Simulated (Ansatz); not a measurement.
# CsSnBr3 in the cubic perovskite structure (space group Pm-3m, No. 221)

```yaml
crystal:
  lattice:
    - [5.76446, 0.00000, 0.00000]
    - [0.00000, 5.76446, 0.00000]
    - [0.00000, 0.00000, 5.76446]
  atoms:
    - { symbol: Cs, position: [0.00000, 0.00000, 0.00000] }
    - { symbol: Sn, position: [0.50000, 0.50000, 0.50000] }
    - { symbol: Br, position: [0.00000, 0.50000, 0.50000] }
    - { symbol: Br, position: [0.50000, 0.50000, 0.00000] }
    - { symbol: Br, position: [0.50000, 0.00000, 0.50000] }
```

Computed with PBEsol (Ansatz, an electronic-structure program, PAW, no spin-orbit coupling), earlier PAW set. Γ-centred 6×6×6 mesh, Fermi–Dirac width 0.05 eV.

```json
{
 "volume_per_atom": "38.31 Å³",
 "density": "4.26 g/cm³",
 "band_gap": "0.22 eV, direct at R",
 "Lowest conduction-band minima above the VBM": "R along ⟨111⟩ 0.22 eV",
 "total_energy": "-3950.259 eV/atom (σ→0; compares only within this code and set-up)"
}
```

No phonon test of stability was made. Many cubic perovskites are stable only at high temperature; tilts and polar distortions were not tested. The zero or small gap of CsSnBr3 can change with the level of theory.
